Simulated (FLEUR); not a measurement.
A self-consistent single point of Ti3Al5 (Pmmm, 8 atoms in the cell) with FLEUR.

Level of theory: FLEUR with PBEsol, all-electron FLAPW (FLEUR), scalar-relativistic valence.

The change in words: lattice scaled by 0.98. Reference geometry:
```
CELL_PARAMETERS angstrom
      3.91154     0.00000     0.00000
      0.00000     4.02478     0.00000
      0.00000     0.00000     8.10511
ATOMIC_POSITIONS crystal
  Ti 0.00000 0.50000 0.26507
  Ti 0.00000 0.50000 0.73493
  Ti 0.50000 0.50000 0.00000
  Al 0.00000 0.00000 0.00000
  Al 0.00000 0.00000 0.50000
  Al 0.50000 0.50000 0.50000
  Al 0.50000 0.00000 0.24223
  Al 0.50000 0.00000 0.75777
```

Reference input (self-consistent single point, DFT, PBEsol, all-electron FLAPW (FLEUR), scalar-relativistic valence): Kmax = 4.2 1/bohr; GmaxXC = 16.8 1/bohr; xcFunctional = PBEs; jspins = 1; l_soc = F; mode = hist; fermiSmearingEnergy = 0.00367493 Htr; mesh (inpgen div1-3) = 6 6 3; inpgen gamma flag = true; Gmax = 16.8 1/bohr; numbands = 0; maxIterBroyd = 40. This run's input differs from it in these lines:

```diff
@@ -3,5 +3,5 @@
 &input film=f /
-7.3917449947 0.0000000000 0.0000000000
-0.0000000000 7.6057281324 0.0000000000
-0.0000000000 0.0000000000 15.3164475586
+7.2439098302 0.0000000000 0.0000000000
+0.0000000000 7.4536127383 0.0000000000
+0.0000000000 0.0000000000 15.0101191743
 1.0
@@ -50,5 +50,5 @@
          <bravaisMatrix>
-            <row-1>    7.3917449946999998     0.0000000000000000     0.0000000000000000</row-1>
-            <row-2>    0.0000000000000000     7.6057281324000003     0.0000000000000000</row-2>
-            <row-3>    0.0000000000000000     0.0000000000000000    15.3164475586000002</row-3>
+            <row-1>    7.2439098301999998     0.0000000000000000     0.0000000000000000</row-1>
+            <row-2>    0.0000000000000000     7.4536127383000004     0.0000000000000000</row-2>
+            <row-3>    0.0000000000000000     0.0000000000000000    15.0101191742999998</row-3>
          </bravaisMatrix>
```

Log, with long lists cut:

```
 Iteration:     1   Distance:       6.37150412 me/bohr^3
 Iteration:     2   Distance:       5.92694929 me/bohr^3
 Iteration:     3   Distance:       4.28618835 me/bohr^3
 Iteration:     4   Distance:       2.13507782 me/bohr^3
 Iteration:     5   Distance:       1.98770271 me/bohr^3
   [... 11 lines left out ...]
 Iteration:    17   Distance:       0.00006012 me/bohr^3
 Iteration:    18   Distance:       0.00004750 me/bohr^3
 Iteration:    19   Distance:       0.00001170 me/bohr^3
 Iteration:    20   Distance:       0.00000392 me/bohr^3
 Reset of history
 Run finished successfully
 Stop message:
   Structural relaxation: new displacements generated

[file out, last iteration]
             iter=     21
[...]
          total density-effective poten   -5.9260785273E+03
          total charge density-energy d   -2.1471205056E+02
 Updated energy parameters for spin:           1
[...]
 fermi energy and band-weighting factors:

[...]
FERMIE:
          first approx. to ef    (T=0)  :   0.348200 htr   (energy of the highest occ. eigenvalue)
          number of occ. states  (T=0)  :        818
          first approx. to seigv (T=0)  : -19.566126 htr
          sum of weights of occ. states :  25.509259
          sum of semicore charge        :   0.000000 e
FERHIS:  Fermi-Energy by histogram:
          bandgap                     :   0.000125 htr
   [... lines left out ...]
          charge neutrality (T=0)     :   0.018519    (zero if the highest occ. eigenvalue is "entirely" occupied)
     EF_NEWTON:  Adjust Fermi-Energy by Newton-Method.
 Direct bandgap for spin            1 :    2.1536820804355372E-003  Htr
 ---->    free energy=                     -3770.4655235222 htr
   [... lines left out ...]
 TOTAL FORCE FOR ATOM TYPE=  4  X=  0.000   Y=  0.000   Z=  7.505
                       FX_TOT= 0.000000 FY_TOT= 0.000000 FZ_TOT= 0.000000
 TOTAL FORCE FOR ATOM TYPE=  5  X=  3.622   Y=  3.727   Z=  7.505
                       FX_TOT= 0.000000 FY_TOT= 0.000000 FZ_TOT= 0.000000
 TOTAL FORCE FOR ATOM TYPE=  6  X=  3.622   Y=  0.000   Z=  3.636
                       FX_TOT= 0.000000 FY_TOT= 0.000000 FZ_TOT= 0.000879
```

The run converged in 20 iterations. FLEUR gives forces in its relaxation mode, with a further iteration, so its stop message speaks of a relaxation. Against the reference run the free energy rises by 9.3 meV/atom and the largest force goes from 0.049 to 0.067 eV/Å.

The starting cell comes from a database of computed structures (which also holds hypothetical and non-ambient phases and stackings), without a prior relaxation at this level. Its lattice was rescaled by a random factor within 2.5 % of one. For this run, on top of that: lattice scaled by 0.98. Spin polarisation is off. Values depend on the basis (sphere radii, cutoffs, local orbitals), which need not be converged. The log's line on a gap gives a spacing of levels on this mesh, which the program prints for metals too.

Cost on one core of a shared machine: roughly 8 min.
